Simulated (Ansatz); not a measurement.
Input and output of a relaxation of cell and atoms for FeIr (R-3m, 2 atoms in the cell) (Ansatz, a quantum-chemistry and plane-wave program).

Computed with PBEsol, default PAW files made with PBE (plane waves; Ansatz).

The change in words: atoms on their sites; relax: default → cell and atoms. Reference geometry:
```
FeIr
1.0
    1.35163     0.78037     4.22853
   -1.35163     0.78037     4.22853
    0.00000    -1.56073     4.22853
Fe Ir
1 1
Direct
  0.00394   0.00394   0.00394
  0.50000   0.50000   0.50000
```
Moments meant for the start (each program seeds them in its own way; μB, in the order of the atoms Fe Ir): 4.0 1.0.

Reference input (self-consistent single point, DFT, PBEsol, plane waves, default PAW files made with PBE): basis.ecutwfc = 420 eV; kpoints.mp_grid.grid = 10 10 10; hamiltonian.xc = pbesol; hamiltonian.pseudopotentials = {kind: paw} (the program's default PAW files); magnetization.spin_polarized = true; scf.occupations.method = gaussian; scf.occupations.width = 0.1 eV. This run's input differs from it in these lines:

```diff
@@ -6,3 +6,3 @@
   atoms:
-    - { symbol: Fe, position: [0.003941, 0.003941, 0.003941], spin: 4.0 }
+    - { symbol: Fe, position: [0.000000, 0.000000, 0.000000], spin: 4.0 }
     - { symbol: Ir, position: [0.500000, 0.500000, 0.500000], spin: 1.0 }
@@ -19,2 +19,4 @@
   occupations: { method: gaussian, width: 0.1 }
+relax:
+  cell: {}
 output:
```

The program printed (abridged):

```
   [... SCF lines of the steps left out ...]
relax step   1: F+E_penalty+E_count = -16247.83919546 eV  Δ(F+E_penalty+E_count) = +0.000e0 eV  max|allowed force component| = 9.256e-29 eV/Å  Δτ_max = 0.0000 Å  P = -11.616 GPa  Ω = 26.761 Å³  (12 SCF iters, dr2 threshold 1.00e-7 eV, accepted)
relax step   2: F+E_penalty+E_count = -16247.88173913 eV  Δ(F+E_penalty+E_count) = -4.254e-2 eV  max|allowed force component| = 6.732e-29 eV/Å  Δτ_max = 0.0000 Å  P = +5.901 GPa  Ω = 24.872 Å³  energy of the carried Pulay correction = +8.896e-4 eV  [...]
   [... lines left out ...]
relax step   5: F+E_penalty+E_count = -16247.89604372 eV  Δ(F+E_penalty+E_count) = -2.974e-6 eV  max|allowed force component| = 6.732e-29 eV/Å  Δτ_max = 0.0000 Å  P = -0.002 GPa  Ω = 25.400 Å³  energy of the carried Pulay correction = +6.313e-4 eV  [...]
relax step   6: F+E_penalty+E_count = -16247.89535761 eV  Δ(F+E_penalty+E_count) = +6.861e-4 eV  max|allowed force component| = 1.346e-28 eV/Å  Δτ_max = 0.0000 Å  P = +0.019 GPa  Ω = 25.400 Å³  stress off target by 2.20e-2 GPa  SCF on the basis [...]
basis re-selected at this cell: Δ(F+E_penalty+E_count) = +6.861e-4 eV, ΔP = +0.020 GPa vs the last step
the relaxation is at rest under the 12 symmetry operations that the run kept from its start: a minimum is not shown …
the relaxation's final electronic state is not compared with the one that a single-point calculation of its input finds at the relaxed geometry …
Magnetization: 2.2826 μB (17.6413 up, 15.3587 down)
   [... lines left out ...]
Absolute magnetization: 2.3808 μB (∫|ρ↑−ρ↓|, with the PAW one-centre terms)
Free energy (F): -16247.895358 eV
Fermi energy:    22.555919 eV
   [... lines left out ...]
  cell:  # Å, volume = 25.3998 Å³
    - [1.3230091011152174, 0.763839825779547, 4.189042439531209]
    - [-1.3230091011152174, 0.763839825779547, 4.189042439531209]
    - [-3.7061834026492203e-34, -1.5276791562280374, 4.189042529851017]
  atoms:
    - { symbol: Fe, position: [-4.043414560303263e-34, 1.7303632902419693e-34, -1.5678567060703806e-34] }
    - { symbol: Ir, position: [0.4999999999999999, 0.4999999999999999, 0.49999999999999983] }
```

The run converged. 

Summary of the result:
| Property | Result |
|---|---|
| Free energy E − TS (on the zero of these files) | -16247.8954 eV |
| Fermi level (on the code's own zero) | 22.56 eV |
| Pressure | 0.02 GPa |
| Size of the cell's spin moment | 2.28 μB |
| Final cell | a = b = c = 4.459 Å, α = β = γ = 34.52° |
| Final volume per atom | 12.70 Å³ |
| Relaxation steps | 6 |

The starting cell comes from a database of computed structures (which also holds hypothetical and non-ambient phases and stackings), without a prior relaxation at this level. Its lattice was rescaled by up to half a per cent. With one magnetic atom in the cell only a parallel order is possible. The relaxation keeps the symmetry of its start, so its end need not be a minimum. Ansatz's pressure includes its estimate of the finite-basis (Pulay) stress.

Cost on one core of a shared machine: roughly 70 s.

Keys are those of Ansatz 0.2.
